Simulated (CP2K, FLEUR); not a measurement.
A FLEUR input for a self-consistent single point of Tl (P6_3/mmc, 2 atoms in the cell) (DFT, PBE, all-electron FLAPW (FLEUR), scalar-relativistic valence):

Input of the input generator:

```
Tl
&input film=f /
3.5609916913 0.0000000716 0.0000000000
-1.7804959077 3.0839092315 0.0000000000
0.0000000000 0.0000000000 5.7493270000
1.8897261246
1.0 1.0 1.0

2
81 0.3333333333 0.6666666667 0.2500000000
81 0.6666666667 0.3333333333 0.7500000000

&comp jspins=1 /
&kpt div1=7 div2=7 div3=4 gamma=t /
&end /
```

```xml
<?xml version="1.0" encoding="UTF-8" standalone="no"?>
<fleurInput fleurInputVersion="0.39">
   <comment>
      Tl                                                                                                  
   </comment>
   <calculationSetup>
      <cutoffs Kmax="3.8" Gmax="11.4" GmaxXC="11.4" numbands="0"/>
      <scfLoop itmax="80" minDistance="0.00001" maxIterBroyd="99" imix="Anderson" alpha="0.05" precondParam="0.0" spinf="2.0"/>
      <coreElectrons ctail="T" frcor="F" kcrel="0" coretail_lmax="0"/>
      <xcFunctional name="pbe" relativisticCorrections="F"/>
      <magnetism jspins="1"/>
      <soc l_soc="F" theta="0.0" phi="0.0" spav="F"/>
      <expertModes spex="0" secvar="F"/>
      <geometryOptimization l_f="T" forcealpha="1.0" forcemix="BFGS" epsdisp="0.00001" epsforce="0.00001"/>
      <ldaU l_linMix="F" mixParam="0.05" spinf="1.0"/>
   </calculationSetup>
   <cell>
      <bzIntegration valenceElectrons="26.0" mode="gauss" fermiSmearingEnergy="0.00999582">
         <kPointListSelection listName="default-1"/>
         <!-- k-points included here -->
         <xi:include xmlns:xi="http://www.w3.org/2001/XInclude" href="kpts.xml"> </xi:include>
      </bzIntegration>
      <!-- symmetry operations included here -->
      <xi:include xmlns:xi="http://www.w3.org/2001/XInclude" href="sym.xml"> </xi:include>
      <bulkLattice scale="1.0">
         <bravaisMatrix>
            <row-1>    6.7292990285331484     0.0000001353043905     0.0000000000000000</row-1>
            <row-2>   -3.3646496315240801     5.8277438406606583     0.0000000000000000</row-2>
            <row-3>    0.0000000000000000     0.0000000000000000    10.8646534307681435</row-3>
         </bravaisMatrix>
      </bulkLattice>
   </cell>
   <atomSpecies>
      <species name="Thallium (Tl)" element="Tl" atomicNumber="81">
         <mtSphere radius="2.63" gridPoints="925" logIncrement="0.015"/>
         <atomicCutoffs lmax="10" lnonsphr="8"/>
         <electronConfig flipSpins="F">
            <coreConfig>(1s1/2) (2s1/2) (2p1/2) (2p3/2) (3s1/2) (3p1/2) (3p3/2) (4s1/2) (3d3/2) (3d5/2) (4p1/2) (4p3/2) (5s1/2) (4d3/2) (4d5/2) (4f5/2) (4f7/2) (5p1/2) (5p3/2)</coreConfig>
            <valenceConfig>(6s1/2) (5d3/2) (5d5/2) (6p1/2) (6p3/2)</valenceConfig>
            <stateOccupation state="(6p1/2)" spinUp="0.1666666666667" spinDown="0.1666666666667"/>
            <stateOccupation state="(6p3/2)" spinUp="0.3333333333333" spinDown="0.3333333333333"/>
         </electronConfig>
         <energyParameters s="6" p="6" d="6" f="5"/>
         <lo type="SCLO" l="2" n="5" eDeriv="0"/>
      </species>
   </atomSpecies>
   <atomGroups>
      <atomGroup species="Thallium (Tl)">
         <relPos label="                   1">1.000/3.000 -1.000/3.000 1.000/4.000</relPos>
         <relPos label="                   2">-1.000/3.000 1.000/3.000 -1.000/4.000</relPos>
         <force calculate="T" relaxXYZ="TTT"/>
      </atomGroup>
   </atomGroups>
   <output dos="F" band="F" slice="F">
      <checks vchk="F" cdinf="F"/>
      <bandDOS minEnergy="-.5*Htr" maxEnergy="0.5*Htr" sigma="0.015" storeEVData="T"/>
      <vacuumDOS vacdos="F" integ="F" star="F" nstars="0" locx1="0.0" locy1="0.0" locx2="0.0" locy2="0.0" nstm="0" tworkf="0.0"/>
      <unfoldingBand unfoldBand="F" supercellX="1" supercellY="1" supercellZ="1"/>
      <plotting iplot="0" polar="F">
         <plot TwoD="T" vec1="  1.0  0.0  0.0" vec2="  0.0  1.0  0.0" vec3="  0.0  0.0  1.0" zero="  0.0  0.0  0.0" file="plot"/>
      </plotting>
      <chargeDensitySlicing numkpt="0" minEigenval="0.0" maxEigenval="0.0" nnne="0" pallst="F"/>
      <specialOutput eonly="F"/>
      <magneticCircularDichroism mcd="F" energyLo="-10.0" energyUp="0.0"/>
   </output>
  <!-- We include the file relax.xml here to enable relaxations (see documentation) -->
  <xi:include xmlns:xi="http://www.w3.org/2001/XInclude" href="relax.xml"> <xi:fallback/> </xi:include>
</fleurInput>
```

### Question
Write the same calculation as an input for CP2K.

### Answer
One input that does it (others would too):

```
&GLOBAL
  PROJECT run
  RUN_TYPE ENERGY_FORCE
  PRINT_LEVEL LOW
&END GLOBAL
&FORCE_EVAL
  METHOD Quickstep
  STRESS_TENSOR ANALYTICAL
  &DFT
    BASIS_SET_FILE_NAME BASIS_MOLOPT
    POTENTIAL_FILE_NAME GTH_POTENTIALS
    &QS
      METHOD GPW
      EPS_DEFAULT 1E-10
    &END QS
    &MGRID
      CUTOFF 500
      REL_CUTOFF 40
      NGRIDS 5
    &END MGRID
    &SCF
      SCF_GUESS ATOMIC
      EPS_SCF 1E-6
      MAX_SCF 100
      ADDED_MOS 5
      &DIAGONALIZATION
        ALGORITHM STANDARD
      &END DIAGONALIZATION
      &MIXING
        METHOD BROYDEN_MIXING
        ALPHA 0.3
        NBUFFER 10
        BETA 1.5
      &END MIXING
      &SMEAR ON
        METHOD GAUSSIAN
        SIGMA [eV] 0.272
      &END SMEAR
    &END SCF
    &KPOINTS
      SCHEME MONKHORST-PACK 7 7 4
      GAMMA_CENTERED T
    &END KPOINTS
    &XC
      &XC_FUNCTIONAL PBE
      &END XC_FUNCTIONAL
    &END XC
    &PRINT
      &MO
        EIGENVALUES T
        OCCUPATION_NUMBERS T
        NDIGITS 8
        FILENAME mo
        &EACH
          QS_SCF 0
        &END EACH
        ADD_LAST NUMERIC
      &END MO
      &MULLIKEN OFF
      &END MULLIKEN
    &END PRINT
  &END DFT
  &SUBSYS
    &CELL
      A 3.56099200 0.00000000 0.00000000
      B -1.78049600 3.08390900 0.00000000
      C 0.00000000 0.00000000 5.74932700
      PERIODIC XYZ
    &END CELL
    &COORD
      SCALED
      Tl       0.33333300     0.66666700     0.25000000
      Tl       0.66666700     0.33333300     0.75000000
    &END COORD
    &KIND Tl
      BASIS_SET DZVP-MOLOPT-SR-GTH-q13
      POTENTIAL GTH-PBE-q13
    &END KIND
  &END SUBSYS
  &PRINT
    &FORCES ON
    &END FORCES
    &STRESS_TENSOR ON
    &END STRESS_TENSOR
  &END PRINT
&END FORCE_EVAL
```

Basis, cutoffs, solver keys and any potentials are the target program's own. This input uses DFT PBE, GPW, DZVP-MOLOPT-SR-GTH basis, GTH-PBE potentials (GTH_POTENTIALS).

The starting cell comes from a database of computed structures (which also holds hypothetical and non-ambient phases and stackings), without a prior relaxation at this level. Its lattice was rescaled by a random factor within 2.5 % of one.
